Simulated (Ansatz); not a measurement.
Consider Hf in the hcp (Mg type) structure (space group P6_3/mmc, No. 194; a = 3.1174 Å, c = 4.9501 Å; relaxed with 0.1 eV smearing). Axes: x lies along a and z along c of the hexagonal cell.

Calculations: LDA/PAW in Ansatz (a first-principles code), without spin-orbit coupling.

One thing is altered: the cell is compressed by 2.50 % along x with no lateral relaxation, atoms relaxed at fixed cell.

Problem. Predict the new energy relative to the base, largest internal atomic displacement and stress.

Solution. The energy grows by 8.0 meV/atom; the largest internal atomic displacement is 0.021 Å; the stress (xx, yy, zz, yz, xz, xy; compression positive) amounts to (5.0, 2.2, 2.1, 0.0, 0.0, 0.0) GPa.

The cells carry an imposed strain or load. Stability against distortions was not tested. The final runs are not spin-polarised.
